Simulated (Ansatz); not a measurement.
Defect migration in bixbyite In2O3: interstitial H, charge state +1. Calculation: PBE, PAW (plane waves to 420 eV; Ansatz, a program for electronic structure).

Cell of 80 host sites held at the relaxed PBE lattice; one k-point at (0.250, 0.250, 0.250); Fermi-Dirac width 0.01 eV, spin-restricted; finite-size errors left in. Energies are static. The charge state is imposed; whether it is stable for some Fermi level was not computed. Sites that were not tried may lie lower.

Barriers: single points on a 2×2×2 k-point mesh shifted by half a step at the bands' geometries.

The step: a direct jump of one H atom. Atoms about the jump, Cartesian Å from the middle of the jump, before and after:

```
atom     x0     y0     z0     x1     y1     z1
----  -----  -----  -----  -----  -----  -----
H1    -0.80  -0.51  -0.35   0.80   0.51   0.35
O2    -0.18  -0.12   0.33  -0.02  -0.03   0.27
O3     2.71   0.13   1.04   2.68   0.14   1.03
In4    1.68  -1.38  -0.22   1.71  -1.49  -0.29
In5    1.33   1.33   2.11   1.37   1.36   2.25
In6   -1.01   1.77  -0.58  -1.07   1.69  -0.61
O7     0.49   2.77   0.69   0.49   2.72   0.71
O8     2.75  -0.32  -1.75   2.74  -0.34  -1.76
In9   -0.97  -1.37   2.10  -0.95  -1.34   2.05
O10    0.41  -2.74   1.05   0.41  -2.73   1.04
O11    0.48  -0.29   3.31   0.47  -0.29   3.34
O12    0.46  -2.29  -1.76   0.46  -2.33  -1.79
O13    0.39   2.43  -2.14   0.37   2.41  -2.13
O14   -1.92   0.06  -1.63  -2.00   0.08  -1.71
In15   4.17   0.93  -0.54   4.15   0.93  -0.54
```

Predict the transition state.


```json
[
 {"atom": "H1", "x": "0.72", "y": "0.19", "z": "0.23"},
 {"atom": "O2", "x": "-0.18", "y": "0.19", "z": "0.61"},
 {"atom": "O3", "x": "2.62", "y": "0.08", "z": "0.97"},
 {"atom": "In4", "x": "1.83", "y": "-1.59", "z": "-0.33"},
 {"atom": "In5", "x": "1.26", "y": "1.34", "z": "2.14"},
 {"atom": "In6", "x": "-1.07", "y": "1.75", "z": "-0.60"},
 {"atom": "O7", "x": "0.45", "y": "2.85", "z": "0.68"},
 {"atom": "O8", "x": "2.74", "y": "-0.35", "z": "-1.78"},
 {"atom": "In9", "x": "-0.96", "y": "-1.35", "z": "2.08"},
 {"atom": "O10", "x": "0.45", "y": "-2.69", "z": "1.01"},
 {"atom": "O11", "x": "0.46", "y": "-0.30", "z": "3.38"},
 {"atom": "O12", "x": "0.47", "y": "-2.30", "z": "-1.78"},
 {"atom": "O13", "x": "0.36", "y": "2.42", "z": "-2.14"},
 {"atom": "O14", "x": "-1.97", "y": "0.10", "z": "-1.68"},
 {"atom": "In15", "x": "4.14", "y": "0.93", "z": "-0.55"}
]
```
It lies 0.72 eV above the start and 0.071 eV above the end. The saddle point's order was not checked.
